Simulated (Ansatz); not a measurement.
Consider CdO in the rock salt structure (space group Fm-3m, No. 225; a = 4.690 Å). Axes: x, y, z lie along the cube axes.

All numbers come from DFT with PBEsol, PAW potentials and a 420 eV plane-wave cutoff in Ansatz (a quantum-chemistry and plane-wave program), no SOC.

Before the change:

```
Quantity            Value
---------------  --------
Volume per atom  12.90 Å³
Pressure          0.0 GPa
```

The change: biaxial strain +0.93 %, plane normal [111], relaxed out of plane (Cartesian); in-plane vectors clamped, the third vector and the atoms free.

Estimate the effect on the volume per atom, pressure and energy relative to the base.

The volume per atom increases by 0.108 Å³, from 12.90 Å³ to 13.00 Å³; the pressure (mean of the normal stresses, compression positive) goes from zero to -1.2 GPa; the energy grows by 1.4 meV/atom.

A case with no gap was solved on a k-mesh chosen for an insulator, which is coarse for it. Without a gap, meshes like the base's 12×12×12 leave anisotropic stresses uncertain by several tenths of a GPa, and small strain energies with them. Stability against distortions was not tested. All final runs are without spin polarisation.
